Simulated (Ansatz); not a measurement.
**Pt, pressure series**

Base system: Pt in the fcc (Cu type) structure (space group Fm-3m, No. 225; a = 3.940 Å).

Cell and atoms are relaxed at each pressure.

Calculations: r2SCAN (Ansatz, a first-principles code, PAW, scalar-relativistic without spin-orbit coupling).

Notes on the quantities. enthalpy: H = E + PV relative to the base's energy.

| variant | lattice parameter a | enthalpy |
|---|---|---|
| base | 394.0 pm | – |
| pressure −2 GPa | 395.0 pm | -0.19 eV/atom |
| pressure −1 GPa | 394.5 pm | -0.10 eV/atom |
| pressure 3 GPa | 392.6 pm | +0.28 eV/atom |
| pressure 7 GPa | 390.9 pm | +0.66 eV/atom |
| pressure 15 GPa | 387.7 pm | +1.40 eV/atom |
| pressure 30 GPa | 382.7 pm | +2.73 eV/atom |
| pressure 50 GPa | 377.3 pm | +4.44 eV/atom |
| pressure 75 GPa | 371.9 pm | +6.49 eV/atom |
| pressure 100 GPa | 367.3 pm | +8.46 eV/atom |

Load acts through the strain it causes; cell and atoms are relaxed under it. Whether these cells are dynamically stable was not tested. Competing high-pressure phases were not computed. All final runs are without spin polarisation.
